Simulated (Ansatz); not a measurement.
## ZrTa (model structure, Cmcm, No. 63, 4 atoms in the cell): properties by level of theory

```
level (code)     bulk modulus B0 (GPa)  cohesive energy (eV/atom)
---------------  ---------------------  -------------------------
LDA (Ansatz)                       147                       8.30
PBE (Ansatz)                       ___                       6.98
PBEsol (Ansatz)                    139                       7.68
r²SCAN (Ansatz)                    134                       6.62
```

**Question.** Some entries are withheld; supply them.

**Answer.** 
- PBE (Ansatz, an electronic-structure program), bulk modulus B0 (GPa): 131

Caveats: the bulk modulus is −V dP/dV from two relaxed cells at ±2 % in volume (LDA, PBE, PBEsol, r²SCAN). Ansatz's density-functional and Hartree–Fock values are scalar-relativistic unless marked +SOC, with PAW data made under PBE.

Unless a cell is named, each level is at its own relaxed cell (LDA 19.43, PBE 20.76, PBEsol 19.98, r²SCAN 20.67 Å³/atom).

Free atoms are spin-polarised, in the lowest state found; at levels without +SOC their spin–orbit coupling is left out.

Static lattice: no zero-point or thermal effects.

A model structure was made by putting elements into a prototype or built by hand; it is no filed structure, need not be a known phase, and can be a saddle point held by its symmetry.
